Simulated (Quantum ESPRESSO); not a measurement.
# Sensitivity of a calculation on Nb5Te4 (I4/m, 9 atoms in the cell) to its settings

Space group I4/m (No. 87); a = b = 10.4137 Å, c = 3.7025 Å, α = β = γ = 90.00°

```
atom  site  symmetry       x       y       z
----  ----  --------  ------  ------  ------
Nb      2a     4/m..  0.0000  0.0000  0.0000
Nb      8h       m..  0.3815  0.3116  0.0000
Te      8h       m..  0.2845  0.0618  0.0000
```
(The calculation used a cell of 9 atoms; values per cell refer to that cell.)

Base run A: PBEsol, GBRV 1.5 ultrasoft (PBESOL) pseudopotentials in Quantum ESPRESSO 7.5, self-consistent single point.

Its settings: ecutwfc = 40 Ry; ecutrho = 320 Ry; occupations = smearing; smearing = cold; degauss = 0.0073499 Ry; potentials = {Nb: nb_pbesol_v1.uspp.F.UPF, Te: te_pbesol_v1.uspp.F.UPF}; K_POINTS = automatic 7 7 7 0 0 0; conv_thr = 1e-10 Ry.

The starting cell comes from a database of computed structures (which also holds hypothetical and non-ambient phases and stackings), without a prior relaxation at this level. Spin polarisation is off; with an odd number of electrons in the cell that forces a metal, and a magnetic state may lie lower. In the base run, with a pressure of about -4 GPa the cell is away from its equilibrium volume at this level.

ΔF is the free energy per atom less that of run A. 

Runs:
- B: nbnd: default → 46
- C: lattice scaled by 0.985; ecutwfc: 40 Ry → 24 Ry; ecutrho: 320 Ry → 192 Ry
- D: ecutwfc: 40 Ry → 28 Ry; ecutrho: 320 Ry → 224 Ry
- E: K_POINTS: automatic 7 7 7 0 0 0 → automatic 5 5 5 0 0 0
- F: degauss: 0.0073499 Ry → 0.002205 Ry; K_POINTS: automatic 7 7 7 0 0 0 → automatic 8 8 8 0 0 0
- G: degauss: 0.0073499 Ry → 0.02205 Ry
- H: conv_thr: 1e-10 Ry → 1e-09 Ry
- I: mixing_ndim: default → 12
- J: use_all_frac: default → true

| run | ΔF (meV/atom) | pressure (GPa) | largest force (eV/Å) | k-points |
|---|---|---|---|---|
| A | 0.00 | -4.31 | 0.124 | 52 |
| B | 0.19 | -4.31 | 0.133 | 52 |
| C | 69.9 | 0.01 | 0.286 | 52 |
| D | 25.6 | -5.46 | 0.123 | 52 |
| E | -4.1 | -4.33 | 0.240 | 21 |
| F | -0.94 | -4.34 | 0.144 | 78 |
| G | -1.32 | -4.30 | 0.132 | 52 |
| H | 0.00 | -4.31 | 0.124 | 52 |
| I | 0.00 | -4.31 | 0.124 | 52 |
| J | 0.00 | -4.31 | 0.124 | 52 |

Run F against A: The free energy stays essentially unchanged (within 1 meV/atom), the pressure hardly changes (-4.31 to -4.34 GPa) and the largest force goes from 0.124 to 0.144 eV/Å.

Run B against A: The free energy stays essentially unchanged (within 1 meV/atom), the pressure stays at -4.31 GPa and the largest force goes from 0.124 to 0.133 eV/Å.
